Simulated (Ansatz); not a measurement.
The parent structure is MgB2 (space group P6/mmm, No. 191; a = 3.0687 Å, c = 3.5118 Å; relaxed with 0.1 eV smearing). Axes: x lies along a and z along c of the hexagonal cell.

Method: Ansatz (an electronic-structure program), r2SCAN, PAW, cutoff 500 eV, no spin-orbit coupling.

Strains are applied to the cell and any free atomic positions relax; under stress the whole cell relaxes.

One change was made to it. Results:

The band gap stays zero; the energy rises by 0.9 meV/atom.

What was done to the base?
A) uniaxial stress, 3 GPa compression along z
B) uniaxial stress, 5 GPa compression along z
C) isotropic strain +1.84 %
D) isotropic strain −1.45 %

A, uniaxial stress, 3 GPa compression along z. For comparison, the energy relative to the base in the other runs: isotropic strain +1.84 % gives +14 meV/atom; isotropic strain −1.45 % gives +9.2 meV/atom; uniaxial stress, 5 GPa compression along z gives +2.6 meV/atom.

Stability under load was not tested beyond the relaxation. The final runs are not spin-polarised.
